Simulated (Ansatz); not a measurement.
The parent structure is MgS in the rock salt structure (space group Fm-3m, No. 225; a = 5.182 Å). Axes: x, y, z lie along the cube axes.

The values are results of PBEsol (Ansatz, a first-principles code), spin-orbit coupling left out, not measurements.

The change: tensor shear ε_xy = +1.14 % (engineering shear γ = 0.0228), atoms relaxed at fixed cell.

Q: Predict the stress tensor and what it implies for the stiffness.

A: Stress of the strained cell less that of the base (GPa, compression positive):
```
   0.03   -1.24    0.00
  -1.24    0.03    0.00
   0.00    0.00   -0.02
```

Then −Δσ/γ with γ = 2ε = 0.0228 gives relaxed-ion elastic constants: C66 ≈ 54 GPa.

Stability against distortions was not tested.
